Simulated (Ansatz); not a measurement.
Take MgS in the rock salt structure (space group Fm-3m, No. 225; a = 5.182 Å) as the base.

The change: a negative pressure, −2 GPa.

Levels (all Ansatz, an electronic-structure program, PAW): PBEsol (420 eV, no spin-orbit coupling); r2SCAN (500 eV, no spin-orbit coupling); HSE06 (420 eV, spin-orbit coupling left out).

At the geometry relaxed with PBEsol, these levels gave the following band gaps, in shuffled order: (a) 3.43 eV, (b) 2.67 eV, (c) 3.77 eV.

Task: Match each gap to its level.

Result: (a) r2SCAN; (b) PBEsol; (c) HSE06.

Single points use the geometry relaxed with PBEsol. The hybrid gap comes from the SCF mesh plus the semilocal run's edge points and a few special points and is an upper bound. Load acts through the strain it causes; cell and atoms are relaxed under it. No phonon test of stability was made.
